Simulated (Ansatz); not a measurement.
Start from CdSe in the zinc blende structure (space group F-43m, No. 216; a = 6.1333 Å). Axes: x, y, z lie along the cube axes.

The values are results of Ansatz (a quantum-chemistry and plane-wave program) r2SCAN, no spin-orbit coupling, earlier PAW set, not measurements.

Before the change:

The pressure is 0.01 GPa and the shortest interatomic distance comes out as 2.656 Å.

Modification: the symmetric strain tensor [-0.0026 -0.0010 0.0034; -0.0010 -0.0012 0.0048; 0.0034 0.0048 0.0190], atoms relaxed at fixed cell.

Question: Estimate the effect on the pressure, energy relative to the base and shortest interatomic distance.

Answer: The pressure (mean of the normal stresses, compression positive) falls by 0.76 GPa to -0.75 GPa; the energy goes up by 1.8 meV/atom; the shortest interatomic distance rises by 0.011 Å to 2.667 Å.

Stability against distortions was not tested.
